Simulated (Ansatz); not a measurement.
A periodic model of amorphous Al₂₈O₄₇Ta₂:

```xyz
77
Lattice="9.6497 -0.0691 0.1408 -0.0691 9.2629 -0.2309 0.1408 -0.2309 9.5909" Properties=species:S:1:pos:R:3 pbc="T T T"
Al     0.5829     0.9706     5.7596
Al     8.1989     1.3632     3.7805
Al     2.6889     3.3623     6.2111
Al     3.6583     0.9774     4.5466
Al     9.0151     1.8208     8.5434
Al     0.7397     0.4715     1.2656
Al     2.3170     1.4747     8.5236
Al     1.8158     5.1444     3.5410
Al     3.5893     2.1088     1.6238
Al     4.3733     8.4862     6.8795
Al     4.2637     3.9453     8.8677
Al     6.7364     6.3293     6.8509
Al     6.6024     2.3402     9.5483
Al     9.3066     3.9212     5.7254
Al     5.5682     8.6361     2.2094
Al     1.1352     6.4609     0.8514
Al     5.7172     2.1517     6.3543
Al     2.1989     6.0768     7.6551
Al     5.9389     2.8177     3.1098
Al     1.1586     2.5427     3.4816
Al     7.3849    -0.0675     7.5625
Al     6.7904     5.6141     4.2127
Al     3.1966     8.6781    -0.0264
Al     8.1447     7.7847     2.2688
Al     4.2249     5.6746     2.3943
Al     8.7620     3.9180     1.8676
Al     4.0666     6.9040     4.8467
Al     5.7484     6.9332    -0.0698
O      8.7670     0.9335     7.0500
O      6.5573     2.1996     4.7823
O      0.1301     8.0620     1.3254
O      5.6212     7.4368     7.8635
O      1.0132     8.5964     6.1530
O      5.6902     6.2773     5.4425
O      7.8840     7.6563     6.6532
O      7.8826     5.0054     5.5950
O      0.7203     1.1098     9.2800
O      3.3070     6.9729     6.5757
O      3.4688     0.1424     8.3035
O      4.6413     1.0967     3.0245
O      1.4558     4.1192     5.1920
O      2.2412     7.1705     9.1666
O      4.7350     8.3887     0.6362
O      2.5275     0.6044     1.2878
O      3.4790     5.4047     4.1111
O      1.7055     2.0714     6.9949
O      0.4054     4.1501     2.8923
O      7.6515     2.8345     2.6745
O      4.0432     8.7444     5.1013
O      5.7189     3.0278     8.0745
O      5.7563     4.6443     3.0982
O      9.1051    -0.1517     4.6597
O      4.7948     7.2686     3.0804
O      3.2922     4.4948     7.4601
O      0.9686     6.5562     4.2075
O      0.0828     1.5304     2.4327
O      7.2490     0.0705     2.8864
O      5.3298     2.6742     1.2860
O      2.3913     5.9007     1.9461
O      7.4674     0.8603     9.1308
O      5.8485     0.4917     6.9343
O      8.1729     3.3927     0.1468
O      1.9252     1.2204     4.4847
O      4.6853     5.4790     0.4192
O      3.2620     2.6128     9.5300
O      7.2631     5.6530     8.4586
O      1.3112     4.9822     9.0352
O      8.9934     5.5517     1.0740
O      9.1207     3.4295     7.4849
O      2.7460     3.0977     2.7908
O      4.0838     2.3854     5.6729
O      8.0055     6.7637     3.6889
O      6.8298     7.3472     1.2223
O      0.3474     6.0666     7.0606
O      9.3345     2.3316     4.9217
Ta     9.0889     4.9598     8.6451
Ta     9.4606     7.4770     5.3700
```

The numbers are results of PBE, scalar-relativistic without spin-orbit coupling (plane waves to 420 eV, PAW; Ansatz, a program for electronic structure), not measurements.

Preparation: random packing, a CHGNet melt and quench, and a DFT relaxation. O atoms were pushed apart under 1.9 Å during the dynamics, to hinder bonds among them. The hot cell started wider than the set density and was brought back towards it in steps. It is the lowest in DFT energy of 2 quenches. It is a model cell: composition and starting density were chosen by hand, and all elements were melted together. No dispersion term was used. Its density started from a set value of 3.62 and ended at 3.62 g/cm³. The simulated quench (nominally 340 K/ps over its main leg) is rapid and tends to freeze in more defects than a deposited or slowly cooled glass has. One small periodic cell is one sample of the glass; other quenches scatter about these values. The volume was held where the preparation left it and the shape relaxed, at a PBE pressure of 1.3 GPa. Stress components on the final sampling reach 1.4 GPa.

Neighbours within Al-Al 2.66 Å, Al-O 2.24 Å, Al-Ta 2.89 Å, O-O 1.58 Å, O-Ta 2.60 Å, Ta-Ta 3.12 Å count as bonded. Two cations that share two anions don't count as bonded, nor two that share one unless they lie closer than Al-Al 2.59 Å, Al-Ta 2.81 Å, Ta-Ta 3.04 Å.

Problem. Give the coordination numbers, mean bond lengths and angles.

Solution. 
The mean coordination of Al by anions comes out as 4.61 (13 with 4, 13 with 5, 2 with 6), the mean coordination of O comes out as 3.00 (3 with 2, 41 with 3, 3 with 4) and the mean coordination of Ta by anions is 6.00 (2 with 6). The mean Al-O bond is 1.851 Å (spread 0.091 Å, 129 counted). The mean O-Ta bond is 2.044 Å (spread 0.181 Å, 12 counted) and the bond angle at Al is mean 107.2°, spread 23.4°. The bond angle at O is mean 116.7°, spread 17.2° and the bond angle at Ta comes out as mean 103.7°, spread 28.7°.

Problem. List the pairs of like atoms that count as bonded by the rules above.

Solution. There are none by these rules.
